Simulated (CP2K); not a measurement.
Input and output of a self-consistent single point for CsCaH₃ (P4mm, 5 atoms in the cell) (CP2K)

Computed with LDA (Pade form), GPW, DZVP-MOLOPT-SR-GTH basis, GTH-PADE potentials (GTH_POTENTIALS) (CP2K 2026.2).

Input as run:

```
&GLOBAL
  PROJECT scf
  RUN_TYPE ENERGY_FORCE
  PRINT_LEVEL LOW
&END GLOBAL
&FORCE_EVAL
  METHOD Quickstep
  STRESS_TENSOR ANALYTICAL
  &DFT
    BASIS_SET_FILE_NAME BASIS_MOLOPT
    POTENTIAL_FILE_NAME GTH_POTENTIALS
    &QS
      METHOD GPW
      EPS_DEFAULT 1E-10
    &END QS
    &MGRID
      CUTOFF 500
      REL_CUTOFF 40
      NGRIDS 5
    &END MGRID
    &SCF
      SCF_GUESS ATOMIC
      EPS_SCF 1E-6
      MAX_SCF 100
      ADDED_MOS 5
      &DIAGONALIZATION
        ALGORITHM STANDARD
      &END DIAGONALIZATION
      &MIXING
        METHOD BROYDEN_MIXING
        ALPHA 0.4
        NBUFFER 8
        BETA 1.5
      &END MIXING
    &END SCF
    &KPOINTS
      SCHEME MONKHORST-PACK 3 3 3
    &END KPOINTS
    &XC
      &XC_FUNCTIONAL PADE
      &END XC_FUNCTIONAL
    &END XC
    &PRINT
      &MO
        EIGENVALUES T
        OCCUPATION_NUMBERS T
        NDIGITS 8
        FILENAME mo
        &EACH
          QS_SCF 0
        &END EACH
        ADD_LAST NUMERIC
      &END MO
      &MULLIKEN OFF
      &END MULLIKEN
    &END PRINT
  &END DFT
  &SUBSYS
    &CELL
      ABC 4.59808400 4.59808400 4.59808400
      ALPHA_BETA_GAMMA 90.00000000 90.00000000 90.00000000
      PERIODIC XYZ
    &END CELL
    &COORD
      SCALED
      Cs       0.00000000     0.00000000     0.01087400
      Ca       0.50000000     0.50000000     0.50000000
      H        0.50000000     0.00000000     0.50000000
      H        0.00000000     0.50000000     0.50000000
      H        0.50000000     0.50000000     0.00000000
    &END COORD
    &KIND Cs
      BASIS_SET DZVP-MOLOPT-SR-GTH-q9
      POTENTIAL GTH-PADE-q9
    &END KIND
    &KIND Ca
      BASIS_SET DZVP-MOLOPT-SR-GTH-q10
      POTENTIAL GTH-PADE-q10
    &END KIND
    &KIND H
      BASIS_SET DZVP-MOLOPT-SR-GTH-q1
      POTENTIAL GTH-PADE-q1
    &END KIND
  &END SUBSYS
  &PRINT
    &FORCES ON
    &END FORCES
    &STRESS_TENSOR ON
    &END STRESS_TENSOR
  &END PRINT
&END FORCE_EVAL
```

The program printed (abridged):

```
 GLOBAL| Method name                                                        CP2K
 GLOBAL| Project name                                                        scf
 GLOBAL| Run type                                                   ENERGY_FORCE

 TOTAL NUMBERS AND MAXIMUM NUMBERS

  Total number of            - Atomic kinds:                                   3
                             - Atoms:                                          5
                             - Shell sets:                                     5
                             - Shells:                                        21
                             - Primitive Cartesian functions:                 27
                             - Cartesian basis functions:                     45
                             - Spherical basis functions:                     43

  Maximum angular momentum of- Orbital basis functions:                        2
                             - Local part of the GTH pseudopotential:          2
                             - Non-local part of the GTH pseudopotential:      3

 SCF PARAMETERS         Density guess:                                    ATOMIC
                        max_scf:                                             100
                        max_diis:                                              4
                        eps_scf:                                        1.00E-06
                        eps_diis:                                       1.00E-01
                        eps_eigval:                                     1.00E-05
                        level_shift [a.u.]:                             0.000000
                        added MOs                                         5    0
                        Mixing method:                            BROYDEN_MIXING
                                                charge density mixing in g-space
                        No outer SCF

 Extrapolation method: initial_guess

 Number of electrons:                                                         22
 Number of occupied orbitals:                                                 11
 Number of molecular orbitals:                                                16

 Number of orbital functions:                                                 43
 Number of independent orbital functions:                                     43

 SCF WAVEFUNCTION OPTIMIZATION

  Step     Update method      Time    Convergence         Total energy    Change
     1 NoMix/Diag. 0.40E+00      -     2.13547861       -58.5852597162 -5.86E+01
     2 Broy./Diag. 0.40E+00      -     0.02357287       -58.6374306627 -5.22E-02
     3 Broy./Diag. 0.40E+00      -     0.06315959       -58.6250489597  1.24E-02
     4 Broy./Diag. 0.40E+00      -     0.05939990       -58.6972880510 -7.22E-02
     5 Broy./Diag. 0.40E+00      -     0.02961048       -58.7236123645 -2.63E-02
     6 Broy./Diag. 0.40E+00      -     0.01322954       -58.7096692225  1.39E-02
     7 Broy./Diag. 0.40E+00      -     0.00238796       -58.7056603550  4.01E-03
   [... 2 lines left out ...]
    10 Broy./Diag. 0.40E+00      -     0.00022836       -58.7045751857  2.67E-04
    11 Broy./Diag. 0.40E+00      -     0.00004515       -58.7044515851  1.24E-04
    12 Broy./Diag. 0.40E+00      -     0.00002199       -58.7043769475  7.46E-05
    13 Broy./Diag. 0.40E+00      -     0.00000533       -58.7043542252  2.27E-05
    14 Broy./Diag. 0.40E+00      -     0.00000092       -58.7043486586  5.57E-06

  *** SCF run converged in    14 steps ***

  Electronic density on regular grids:        -21.9999999999        0.0000000001
  Core density on regular grids:               21.9999999980       -0.0000000020
  Total charge density on r-space grids:       -0.0000000019
  Total charge density g-space grids:          -0.0000000019

  Overlap energy of the core charge distribution:               0.00000000000000
  Self energy of the core charge distribution:               -118.87763853342788
  Core Hamiltonian energy:                                     26.52366901531207
  Hartree energy:                                              42.86854996001556
  Exchange-correlation energy:                                 -9.21892910048161

  Total energy:                                               -58.70434865858185

 ENERGY| Total FORCE_EVAL ( QS ) energy [hartree]            -58.704351037261880

 FORCES| Atomic forces [hartree/bohr]
 FORCES|   Atom     x               y               z               |f|
 FORCES|      1  3.57786946E-12  3.56855549E-12 -1.35985974E-03   1.35985974E-03
 FORCES|      2 -2.72650270E-10 -2.73560770E-10  7.23079363E-04   7.23079363E-04
 FORCES|      3 -2.05540526E-12  8.92300327E-12  1.51400961E-04   1.51400961E-04
 FORCES|      4  8.78775483E-12 -2.12127558E-12  1.51400998E-04   1.51400998E-04
 FORCES|      5 -2.03139708E-12 -2.17240338E-12  3.33992968E-04   3.33992968E-04
 FORCES| Sum    -2.64371449E-10 -2.65362890E-10  1.45458500E-08
 FORCES| Total atomic force                                       1.45506723E-08

 STRESS| Analytical stress tensor [bar]
 STRESS|                        x                   y                   z
 STRESS|      x       -2.70331414437E+04   4.60535883010E-05   4.44865071419E-05
 STRESS|      y        4.60535883010E-05  -2.70331444161E+04   4.44973825560E-05
 STRESS|      z        4.44865071419E-05   4.44973825560E-05  -2.70368304589E+04
 STRESS| 1/3 Trace                                            -2.70343721062E+04
```

The run converged in 14 iterations.

The starting cell comes from a database of computed structures (which also holds hypothetical and non-ambient phases and stackings), without a prior relaxation at this level. Its lattice was rescaled by up to half a per cent. One atom was moved a little off its site on purpose. Values carry the incompleteness of an atom-centred basis.
